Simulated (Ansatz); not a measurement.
Gap of a one-dimensional SrTe body, 2 atoms a period at several levels, all on one geometry.

```
CELL_PARAMETERS angstrom
     11.00000     0.00000     0.00000
      0.00000    11.00000     0.00000
      0.00000     0.00000     6.02685
ATOMIC_POSITIONS crystal
  Sr 0.50000 0.50000 0.00000
  Te 0.50000 0.50000 0.50000
```

Levels: PBE (plane waves to 420 eV, PAW; Ansatz, a program for electronic structure); PBE with spin-orbit coupling in Ansatz; r2SCAN (plane waves to 500 eV, PAW; Ansatz); Ansatz with HSE06. Unmarked values and the geometry are of the first. Mesh 1×1×50. No spin polarisation. One-dimensional cell, images about 11 Å apart. A hypothetical model. Only distortions within the start's symmetry and period were free. Pairing along the axis, which can open a gap, is among the distortions not tried. Values not marked SOC lack spin–orbit coupling. HSE06 ran on a 1×1×3 mesh and at PBE's edge points.

```
level      gap (eV)
-------  ----------
PBE            1.96
PBE+SOC        1.76
r2SCAN   (withheld)
HSE06          2.71
```

What belongs in the gaps?


- r2SCAN, gap (eV): 2.65
